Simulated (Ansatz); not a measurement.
Cubic perovskite KZnF3

Method: r²SCAN (Ansatz, an electronic-structure program, plane waves, PAW).

Numerical settings: plane-wave cutoff 500 eV, 8×8×8 k mesh, gaussian smearing 0.02 eV, scalar-relativistic PAW data made under PBE.

Cell: relaxed at this level.

```json
{
  "equilibrium_volume_per_atom": "13.25 Å³/atom",
  "equilibrium_lattice_constant_a": "4.046 Å",
  "band_gap": "4.64 eV (on the SCF k mesh)"
}
```

Measured, for comparison: equilibrium volume per atom 13.34 Å³/atom, lattice constant a 4.055 Å (room temperature, not corrected to a static lattice; as tabulated in Dubrovin et al. (2021), arXiv:2110.13026). Computed (rounded) less measured: equilibrium volume per atom -0.7 %, lattice constant a -0.2 %. A static lattice is as a rule a little smaller and stiffer than an uncorrected measurement, which narrows the difference in the equilibrium volume per atom and would widen misses of the other sign.

Static lattice: no zero-point or thermal effects.
